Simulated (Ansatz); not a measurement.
The parent structure is GaSb in the zinc blende structure (space group F-43m, No. 216; a = 6.049 Å).

Calculations: LDA (Ansatz, a program for electronic structure, PAW, without spin-orbit coupling).

For the base:

- Lattice parameter a: 11.431 bohr

It is then changed as follows: a hydrostatic pressure of 15 GPa.

Task: What does the calculation give for the lattice parameter a after the change?

Result: The lattice parameter a drops by 0.6553 bohr, from 11.431 bohr to 10.775 bohr.

Load acts through the strain it causes; cell and atoms are relaxed under it. No phonon test of stability was made. Tetrahedral semiconductors of this kind turn to denser phases somewhere between about 1 and 50 GPa; those were not computed, so compressed cells here can lie past the real transition.
